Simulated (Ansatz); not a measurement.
The reference is MoS$_{2}$ in the 3R-MoS2 type structure (space group R3m, No. 160; a = 3.175 Å, c = 18.586 Å (hexagonal axes); layered, stacked along the Cartesian z axis).

Modification: an isotropic linear strain of −2.53 %, atoms relaxed at fixed cell.

Computed with r2SCAN+rVV10, PAW, 500 eV (Ansatz, a first-principles code; scalar-relativistic without spin-orbit coupling), earlier PAW set.

Base, band edges from the VBM (valence, conduction): Γ -1.17, 2.16; F -1.33, 1.63; S₂ -0.77, 1.03; S₀ -0.77, 1.03; L -1.50, 1.68; H₀ -0.79, 1.06; H₂ -0.79, 1.06; T 0.00, 2.26 eV.

Task: Give the band edges at the high-symmetry points of the new zone, measured from its valence-band maximum.

Result: 
| point | valence edge (eV) | conduction edge (eV) |
|---|---|---|
| Γ | -1.27 | 2.38 |
| T | 0.00 | 2.50 |
| H₂ | -0.72 | 1.45 |
| H₀ | -0.72 | 1.45 |
| L | -1.46 | 2.05 |
| S₀ | -0.70 | 1.42 |
| S₂ | -0.70 | 1.42 |
| F | -1.33 | 1.99 |

The gap is 0.91 eV, indirect, T → Γ–S₀ (56 % along).

Stability against distortions was not tested.
